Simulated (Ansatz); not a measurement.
PtC (model structure, F-43m, No. 216, 2 atoms in the cell), treated with r²SCAN (PAW; Ansatz, an electronic-structure program).

Numerical settings: plane-wave cutoff 560 eV, 20×20×20 k mesh, Fermi–Dirac smearing 0.05 eV, scalar-relativistic PAW data made under PBE.

Cell (relaxed at this level):

PtC has the cubic space group F-43m (No. 216), the zinc blende structure, Pearson symbol cF8. Conventional cell: a = b = c = 4.6960 Å, α = β = γ = 90.00°. Pt on 4a is surrounded by 4 C at 2.033 Å (tetrahedral). C on 4d has 4 Pt at 2.033 Å (tetrahedral). (Neighbours: up to the widest gap in distance over summed covalent radii, below 1.35, at either atom; cation-cation and far metal-metal contacts left out.)
(The calculation used a cell of 2 atoms; values per cell refer to that cell.)

### Question
Estimate the bulk modulus that the calculation returns.

### Answer

* **bulk modulus**: 235 GPa

The run finds no gap.

Note: the bulk modulus is −V dP/dV from two relaxed cells at ±2 % in volume; the relaxation could raise the start's symmetry but not lower it, so the cell can be a saddle point.

Spin–orbit coupling is not included; it can open a gap where bands touch, and shift volumes and moduli.

Computing time: very roughly 2.5 core-minutes.

A model structure was made by putting elements into a prototype or built by hand; it is no filed structure, need not be a known phase, and can be a saddle point held by its symmetry.
